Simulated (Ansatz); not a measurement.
Consider InSb in the zinc blende structure (space group F-43m, No. 216).

```yaml
crystal:
  lattice:
    - [0.00000, 3.25957, 3.25957]
    - [3.25957, 0.00000, 3.25957]
    - [3.25957, 3.25957, 0.00000]
  atoms:
    - { symbol: Sb, position: [0.75000, 0.75000, 0.75000] }
    - { symbol: In, position: [0.00000, 0.00000, 0.00000] }
```

Cartesian axes are those of the cell as printed.

All numbers come from Ansatz (a first-principles code) PBEsol, without spin-orbit coupling.

Base values:

The volume per atom is 34.63 Å³ and the pressure is 0.0 GPa.

The change: biaxial strain −0.89 %, plane normal [111], relaxed out of plane (Cartesian); in-plane vectors clamped, the third vector and the atoms free.

Predict the new volume per atom, pressure and energy relative to the base.

The volume per atom shrinks by 0.43 Å³ to 34.20 Å³; the pressure (mean of the normal stresses, compression positive) goes from zero to 0.5 GPa; the energy increases by 1.5 meV/atom.

Stability against distortions was not tested. The final runs are not spin-polarised.
